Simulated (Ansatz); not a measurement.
We consider NbAg (model structure, Pmma, No. 51, 4 atoms in the cell), described by LDA in Ansatz (PAW).

The run printed, among other lines:

```
Relaxation: its limit of steps is 80 (relax.max_steps)
Crystal: 4 atoms, lattice volume = 67.099 Å³
Basis set: ecut = 520 eV, 1773 PW (Γ), exchange–correlation on 72×48×80 points (8 copies of the dense FFT grid, shifted against one another)
Bands: 39, of which v1, the nominal top of the filled ones, is band 32 counted from 1 (31 counted from 0)
Symmetry: 8 space group operations
Space group: Pmma (ITA 51), of the structure as read, at distance tolerance 4.1e-5 Å
k-points: 490 of 2592
Functional: x = slater, c = lda
SCF iter   1: F=—  HF=-23800.666746 eV  |F-HF|=—  |Δ(HF+E_count)|=         —  Δρ=1.35e-2  dr2=8.84e-2
SCF iter   2: F=—  HF=-23800.649042 eV  |F-HF|=—  |Δ(HF+E_count)|=   1.77e-2  Δρ=6.09e-3  dr2=1.78e-2
  ...
SCF 1 converged in 7 iterations: F = -23800.643923 eV  dr2 = 9.98e-9
Crystal: 4 atoms, lattice volume = 67.099 Å³
Basis set: ecut = 520 eV, 1765 PW (Γ), exchange–correlation on 72×48×80 points (8 copies of the dense FFT grid, shifted against one another)
Initial density: handed on by an earlier stage of this run
SCF 2 converged in 6 iterations: F = -23800.643858 eV  dr2 = 2.38e-9
Crystal: 4 atoms, lattice volume = 67.099 Å³
SCF 3 converged in 8 iterations: F = -23800.644012 eV  dr2 = 1.34e-12
Crystal: 4 atoms, lattice volume = 67.099 Å³
SCF iter   7: F=-23800.644012 eV  HF=-23800.644012 eV  |F-HF|=7.28e-12  |Δ(HF+E_count)|=  7.28e-12  Δρ=7.01e-9  dr2=6.02e-14
SCF iter   8: F=-23800.644012 eV  HF=-23800.644012 eV  |F-HF|=3.64e-12  |Δ(HF+E_count)|=    0.00e0  Δρ=4.72e-9  dr2=2.71e-14
SCF 4 converged in 8 iterations: F = -23800.644012 eV  dr2 = 2.71e-14
SCF converged after 8 iterations
Free energy (F): -23800.644012 eV
Internal energy: -23800.627203 eV  (E = F + TS)
E sigma→0 (E₀):  -23800.635608 eV
Fermi energy:    18.576916 eV
--- Forces (eV/Å), atoms counted from 1 ---
  atom   1  Ag    -0.00000000    -0.00000000     0.00075017
  atom   2  Ag     0.00000000     0.00000000    -0.00075017
  atom   3  Nb     0.00000000     0.00000000     0.00003154
  atom   4  Nb    -0.00000000    -0.00000000    -0.00003154
--- Stress (GPa, compression-positive) ---
       -3.381253       0.000000       0.000000
        0.000000      -3.383870       0.000000
        0.000000       0.000000      -3.380631
  P = ⅓ Tr σ = -3.3819 GPa (-33.819 kbar)
```

Task: Write an input file that could have produced this run (the log leaves some choices open).

Result: One answer among several that fit: 
Ansatz 0.2 input:
```yaml
crystal:
  lattice:
    - [4.7050353629, 0.0, 0.0]
    - [0.0, 2.7294884696, 0.0]
    - [0.0, 0.0, 5.224799517]
  atoms:
    - { symbol: Ag, position: [0.25, 0.0, 0.853399292] }
    - { symbol: Ag, position: [0.75, 0.0, 0.146600708] }
    - { symbol: Nb, position: [0.25, 0.5, 0.3496201611] }
    - { symbol: Nb, position: [0.75, 0.5, 0.6503798389] }
basis:
  ecutwfc: 520
  ecutrho_ratio: 4
  xc_grid: 2
kpoints:
  mp_grid: { grid: [12, 18, 12] }
hamiltonian:
  xc: lda
  dispersion: none
  pseudopotentials: { kind: paw }
scf:
  occupations: { method: fermi_dirac, width: 0.05 }
output:
  forces: true
  stress: true
  eigenvalues: true
relax:
  f_tol: 0.004
  escape_saddle: false
  max_steps: 80
  cell: { stress_tol: 0.02, fix: [volume] }
```

The cell is one volume of an energy–volume scan, off the minimum.

The PAW data were made under PBE.

Note: the run has no spin polarisation, so it can have missed a magnetic state. Note: the relaxation could raise the start's symmetry but not lower it, so the cell can be a saddle point.

A model structure was made by putting elements into a prototype or built by hand; it is no filed structure, need not be a known phase, and can be a saddle point held by its symmetry.

Ansatz is a program for electronic structure.
